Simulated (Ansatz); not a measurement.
## Response to strain in BN

Take BN (space group P6_3/mmc, No. 194; a = 2.500 Å, c = 6.412 Å; layered, stacked along the Cartesian z axis) as the base.

Strains are applied to the cell and any free atomic positions relax.

The values are results of PBEsol-D3(BJ) (Ansatz, a quantum-chemistry and plane-wave program; PAW; 420 eV plane waves; scalar-relativistic without spin-orbit coupling), not measurements.

Notes on the quantities. energy relative to the base: free energy F.

```tsv
variant	energy relative to the base	band gap	volume per atom	smallest direct gap
base	0 meV/atom	4.08 eV	8.68 Å³	4.49 eV
isotropic strain −3.00 %	+61 meV/atom	4.16 eV	7.92 Å³	4.60 eV
isotropic strain −2.40 %	+38 meV/atom	4.14 eV	8.07 Å³	4.58 eV
isotropic strain −1.80 %	+21 meV/atom	4.13 eV	8.22 Å³	4.56 eV
isotropic strain −1.20 %	?	?	8.37 Å³	?
isotropic strain −0.60 %	+2.3 meV/atom	4.09 eV	8.52 Å³	4.51 eV
```

What belongs in the blanks?


- isotropic strain −1.20 %, energy relative to the base: +9.2 meV/atom
- isotropic strain −1.20 %, band gap: 4.11 eV
- isotropic strain −1.20 %, smallest direct gap: 4.53 eV

Whether these cells are dynamically stable was not tested.
